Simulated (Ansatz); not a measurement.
Step by step: formation energy of the neutral V_O in HfO2 (Pca2₁)

We look at the formation energy of the neutral V_O in HfO2 (Pca2₁). Reaction: 32 HfO2 (Pca2₁) → cell A + 1/2 O2 (gas).

A: a supercell of 96 sites of HfO2 (Pca2₁) with one empty O site amid 4 Hf; spin state with PBE: run without spin.

Ansatz (a first-principles code) with PAW potentials; structures come from PBE relaxations, nuclei static, no net charge. Ansatz runs with its PAW set soft_1. Other levels take these structures. The lattices are those relaxed with PBE, so at other levels the solids can be strained, which adds to the spread. Larger cells are relaxed from a start prepared with the learned potential CHGNet till forces fall under 0.03 eV/Å, which some starts already meet. A dispersion term (D3(BJ), or D4 for r2SCAN) was computed beside these levels and is taken off wherever the name lacks it. Space groups of crystals are read within 0.01 Å. The runs are scalar-relativistic, without spin-orbit coupling. Mesh and cell size may move defect energies by 0.1 eV or more. The value holds for the reservoirs listed; other chemical potentials shift it.

Total energies of the cells in eV, at zero smearing width. They compare only within one column; the weights balance every element.

```json
[
 {"cell": "A: HfO2:V_O", "atoms": "95", "weight": "+1", "r2SCAN": "-539493.99387", "r2SCAN+D4": "-539500.84286"},
 {"cell": "HfO2 (Pca2₁)", "atoms": "96", "weight": "−1", "r2SCAN": "-540066.62647", "r2SCAN+D4": "-540073.58851"},
 {"cell": "O2 (gas)", "atoms": "2", "weight": "+1/2", "r2SCAN": "-1131.97288", "r2SCAN+D4": "-1131.97467"}
]
```

r2SCAN: (-539493.99387) − (-540066.62647) + 1/2 × (-1131.97288) = 6.646 eV.

r2SCAN+D4: (-539500.84286) − (-540073.58851) + 1/2 × (-1131.97467) = 6.758 eV.
